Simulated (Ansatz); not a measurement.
Ansatz (a program for electronic structure), DFT, PBE, plane waves, its default PAW files: fcc Cu, atoms displaced, 4 atoms. Basis and mesh were picked for this test and aren't claimed converged.

- cell = 3.62, 3.62, 3.62 Å; 90, 90, 90°
- distance to the nearest atom = 2.51 to 2.53 Å
- task = single point
- k mesh = 10×10×10
- hamiltonian.xc = pbe
- kind of files = paw
- scf.occupations.method = fermi_dirac
- scf.occupations.width = 0.1 eV
- output.forces = true
- memory maximum (--max-ram) = 200GiB
- accuracy = medium (default)
- basis.precision = auto (default)
- basis.xc_grid = 2 (default)
- scf.eigensolver.kind = auto (default)
- scf.convergence.dr2_threshold = 1e-07 (default)
- scf.lower_state_search = light (default)
- k-points after symmetry = 504
- bands at the start = 43
- electrons = 76
- plane waves at Γ = 925
- cutoff (eV) = 420
- FFT grid = 25×25×25
- symmetry operations = 1

It runs on a single node (Arm Neoverse V2, 96 cores on 1 socket, no SMT, 1 L3 cache group).

Wall times, medians of two to five repeats, each run alone on the node (launch to exit). Unless noted, each process is bound to its own block of adjacent cores. Build: release build for Arm (Neoverse V2), one process with threads. Other compilers and libraries give other times. Scratch files lie in a memory file system.

All on 64 threads. Base settings, kept where nothing else is said: scf.mixing.algorithm = auto (default), scf.mixing.preconditioner = auto (default), scf.algorithm = auto (default) (scf.mixing.beta, scf.mixing.ndim, scf.mixing.q_tf not set). The settings tried:
- scf.mixing.preconditioner = none
- scf.mixing.preconditioner = kerker
- scf.mixing.preconditioner = ldos
- scf.mixing.algorithm = broyden
- scf.mixing.algorithm = broyden, scf.mixing.preconditioner = kerker, scf.mixing.q_tf = 1.5 1/Å
- scf.mixing.algorithm = broyden, scf.mixing.beta = 1
- the base settings
- scf.mixing.algorithm = broyden, scf.mixing.preconditioner = kerker, scf.mixing.q_tf = 0.5 1/Å
- scf.mixing.algorithm = msr1
- scf.mixing.algorithm = broyden, scf.mixing.beta = 0.7
- scf.algorithm = direct_min
- scf.mixing.algorithm = broyden, scf.mixing.beta = 0.3
- scf.mixing.algorithm = anderson, scf.mixing.ndim = 1
- scf.mixing.ndim = 4
- scf.mixing.algorithm = broyden, scf.mixing.preconditioner = none
- scf.mixing.algorithm = broyden, scf.mixing.preconditioner = kerker
- scf.mixing.algorithm = broyden, scf.mixing.beta = 0.1
- scf.mixing.algorithm = anderson, scf.mixing.ndim = 16
- scf.mixing.preconditioner = local_kerker
- scf.mixing.algorithm = anderson
- scf.mixing.ndim = 16
- scf.mixing.preconditioner = kerker_dos
- scf.mixing.algorithm = anderson, scf.mixing.ndim = 4

**Question.** Name the extremes: fewest SCF iterations, shortest time, and any that don't converge.

**Answer.** Fewest SCF iterations: scf.algorithm = direct_min (4). Shortest time: scf.mixing.ndim = 4, 1.8 s; level within 8 % or the scatter of repeats: the base settings; scf.mixing.algorithm = msr1; scf.mixing.preconditioner = kerker; scf.mixing.preconditioner = local_kerker; scf.mixing.preconditioner = kerker_dos; scf.mixing.preconditioner = ldos; scf.mixing.algorithm = broyden, scf.mixing.preconditioner = none; scf.mixing.algorithm = broyden, scf.mixing.beta = 0.7; scf.mixing.ndim = 16; scf.mixing.algorithm = broyden, scf.mixing.preconditioner = kerker, scf.mixing.q_tf = 0.5 1/Å; scf.mixing.algorithm = broyden, scf.mixing.preconditioner = kerker, scf.mixing.q_tf = 1.5 1/Å; scf.mixing.preconditioner = none. All converged. In the base run the program took: scf.mixing.algorithm MSR1, scf.mixing.preconditioner Kerker, scf.eigensolver.kind band_cg, --slots 64, --kpoint-pools 1.

```
setting                                                                                        SCF iterations  applications of H to a band  wall time
---------------------------------------------------------------------------------------------  --------------  ---------------------------  ---------
scf.mixing.ndim = 4                                                                                         6                       289089      1.8 s
scf.mixing.ndim = 16                                                                                        6                       288984      1.8 s
the base settings                                                                                           6                       288984      1.8 s
scf.mixing.algorithm = broyden, scf.mixing.preconditioner = kerker, scf.mixing.q_tf = 1.5 1/Å               6                       316538      1.8 s
scf.mixing.algorithm = broyden, scf.mixing.preconditioner = none                                            6                       320997      1.9 s
scf.mixing.algorithm = broyden, scf.mixing.preconditioner = kerker, scf.mixing.q_tf = 0.5 1/Å               6                       320702      1.9 s
scf.mixing.preconditioner = kerker                                                                          6                       326899      1.9 s
scf.mixing.preconditioner = local_kerker                                                                    6                       325887      1.9 s
scf.mixing.algorithm = broyden, scf.mixing.beta = 0.7                                                       6                       320005      1.9 s
scf.mixing.preconditioner = kerker_dos                                                                      6                       332061      1.9 s
scf.mixing.algorithm = msr1                                                                                 6                       326899      1.9 s
scf.mixing.preconditioner = ldos                                                                            6                       325754      1.9 s
scf.mixing.preconditioner = none                                                                            7                       333371      2.0 s
scf.mixing.algorithm = anderson, scf.mixing.ndim = 4                                                        8                       349542      2.0 s
scf.mixing.algorithm = broyden, scf.mixing.beta = 0.3                                                       8                       353336      2.0 s
scf.mixing.algorithm = broyden, scf.mixing.preconditioner = kerker                                          8                       412203      2.2 s
scf.mixing.algorithm = anderson, scf.mixing.ndim = 16                                                       8                       412171      2.2 s
scf.mixing.algorithm = broyden                                                                              8                       412203      2.2 s
scf.mixing.algorithm = anderson                                                                             8                       412171      2.2 s
scf.mixing.algorithm = broyden, scf.mixing.beta = 1                                                        10                       426615      2.4 s
scf.mixing.algorithm = broyden, scf.mixing.beta = 0.1                                                       9                       517880      2.7 s
scf.algorithm = direct_min                                                                                  4                       852946      6.3 s
scf.mixing.algorithm = anderson, scf.mixing.ndim = 1                                                       38                      3954634       21 s
```

Keys are those of Ansatz 0.2.
